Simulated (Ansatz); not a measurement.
Cells marked so need not be the phases stable at ambient conditions, and some may be hypothetical.

 Where the default PAW files enter, the runs use the earlier of Ansatz's two default sets.

The gap is the functional's own, uncorrected, and κ follows it; spin-orbit coupling is left out. Mid-gap values are interpolated between the computed energies.

A. NaBH4 (P4_2/nmc, not sure to be the ambient phase, 12 atoms a cell, 8.6 Å³ an atom), along the normal of (111)
B. CoAsS (P2_13, not sure to be the ambient phase, 12 atoms a cell, 14.3 Å³ an atom), along the normal of (001)
C. BaNiF6 (R-3m, not sure to be the ambient phase, 8 atoms a cell, 13.5 Å³ an atom), along the normal of (101)
D. SnF$_{3}$ (Fm-3m, not sure to be the ambient phase, 8 atoms a cell, 21.0 Å³ an atom, -2 GPa at this level), along the normal of (111)
E. K$_{2}$NaYF$_{6}$ (Fm-3m, not sure to be the ambient phase, 10 atoms a cell, 17.7 Å³ an atom, -3 GPa at this level), along the normal of (001)

Put the candidates in order of mid-gap decay constant of the slowest evanescent state, lowest first, for r2SCAN (Ansatz, a program for electronic structure).

B (0.18 1/Å), D (0.28 1/Å), A (0.47 1/Å), C (0.50 1/Å), E (0.56 1/Å)
